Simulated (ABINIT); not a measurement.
Band structure of BeTe (F-43m, 2 atoms in the cell).

```
BeTe
1.0
    0.00000     2.81500     2.81500
    2.81500     0.00000     2.81500
    2.81500     2.81500     0.00000
Be Te
1 1
Direct
  0.00000   0.00000   0.00000
  0.25000   0.25000   0.25000
```

Level of theory: PBE, norm-conserving pseudopotentials (PseudoDojo nc-sr-05 PBE standard) (plane waves; ABINIT).

Settings: pseudos = [Be.upf, Te.upf]; ecut = 44 Ha; occopt = 3; tsmear = 0.01 eV; ngkpt = 5 5 5; nshiftk = 1; shiftk = 0 0 0; potentials = PseudoDojo nc-sr-05 PBE standard; kptopt = 1; nstep = 50; toldfe1 = 1e-09 Ha; ndtset = 2; getden2 = 1.

The starting cell has typed, rounded lattice constants, without a prior relaxation at this level. Spin-orbit coupling is off.

Task: Predict the gap along the standard path and the places of the band edges.

Result: The gap along the path is 1.98 eV, from Γ to X; the smallest direct gap on it is 3.63 eV.

Levels in eV from the top of the valence band on the SCF mesh, bands 7 to 14:
| point | 7 | 8 | 9 | 10 | 11 | 12 | 13 | 14 |
|---|---|---|---|---|---|---|---|---|
| Γ | -12.30 | 0.00 | 0.00 | 0.00 | 3.63 | 3.63 | 3.63 | 3.83 |
| X | -10.47 | -5.11 | -2.64 | -2.64 | 1.98 | 2.69 | 9.75 | 9.75 |
| W | -10.44 | -4.58 | -3.69 | -3.20 | 5.30 | 5.58 | 5.58 | 6.22 |
| K | -10.49 | -4.75 | -3.88 | -2.23 | 2.72 | 5.29 | 7.92 | 8.22 |
| L | -10.96 | -5.54 | -1.13 | -1.13 | 3.10 | 4.62 | 4.62 | 7.83 |
| U | -10.49 | -4.75 | -3.88 | -2.23 | 2.72 | 5.29 | 7.92 | 8.22 |
